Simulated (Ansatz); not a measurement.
**Response to strain in hypothetical R-3m MgH2**

The parent structure is MgH$_{2}$ in the CdCl2 type structure (space group R-3m, No. 166; a = 3.0012 Å, c = 11.6711 Å (hexagonal axes); a hypothetical phase, not in the database extracts checked). Axes: x lies along a and z along c of the hexagonal cell.

Strains are applied to the cell and any free atomic positions relax; under biaxial strain the out-of-plane vector relaxes too; under stress the whole cell relaxes.

The values are results of plane-wave PAW DFT at the PBE-D3(BJ) level (Ansatz, an electronic-structure program, 420 eV), no spin-orbit coupling, not measurements.

Candidates:
(a) tensor shear ε_xz = −0.79 %
(b) uniaxial stress, 1 GPa tension along x
(c) uniaxial strain ε_xx = +2.28 %
(d) biaxial strain +3.84 %, plane normal [001], relaxed out of plane

Base values:

| Property | Result |
|---|---|
| Band gap | 2.74 eV |

**Question.** Order them by band gap, highest first.

**Answer.** (a) tensor shear ε_xz = −0.79 % (2.71 eV), (b) uniaxial stress, 1 GPa tension along x (2.65 eV), (c) uniaxial strain ε_xx = +2.28 % (2.61 eV), (d) biaxial strain +3.84 %, plane normal [001], relaxed out of plane (1.72 eV)

Stability under load was not tested beyond the relaxation.
